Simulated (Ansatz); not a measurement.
The parent structure is Sc in the hcp (Mg type) structure (space group P6_3/mmc, No. 194; a = 3.318 Å, c = 5.186 Å; relaxed with 0.1 eV smearing). Axes: x lies along a and z along c of the hexagonal cell.

All numbers come from Kohn–Sham DFT with the PBE functional, run in Ansatz (an electronic-structure program) with PAW and 420 eV plane waves, spin-orbit coupling left out.

Before the change:

The shortest interatomic distance is 3.224 Å and the pressure is 0.0 GPa.

Perturbation: the cell is stretched by 2.00 % along z with no lateral relaxation, atoms relaxed at fixed cell.

Question: Estimate the effect on the shortest interatomic distance, energy relative to the base and pressure.

Answer: The shortest interatomic distance grows by 0.042 Å (3.224 Å → 3.266 Å); the energy rises by 2.9 meV/atom; the pressure (mean of the normal stresses, compression positive) goes from zero to -1.0 GPa.

The cells carry an imposed strain or load. Stability against distortions was not tested. The final runs are not spin-polarised.
